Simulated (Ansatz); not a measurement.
Rock-salt CeS (cell taken from a computed entry) was calculated with LDA (Ansatz, a first-principles code, plane waves, PAW).

Settings: plane-wave cutoff 500 eV, 12×12×12 k mesh, Fermi–Dirac smearing 0.05 eV, no spin polarisation, scalar-relativistic PAW data made under PBE.

Computed at the level's own relaxed cell.

Q: Give the computed equilibrium volume per atom and equilibrium lattice constant a.

A: 
equilibrium volume per atom: 21.59 Å³/atom
equilibrium lattice constant a: 5.569 Å

Note: the run has no spin polarisation, so it can have missed a magnetic state; the relaxation could not lower the start's symmetry, so the cell can be a saddle point above a distorted one; the 4f shell is treated without U or exact exchange, so its levels and filling can be wrong.

Spin–orbit coupling is not included.

The result took roughly 16 core-seconds.
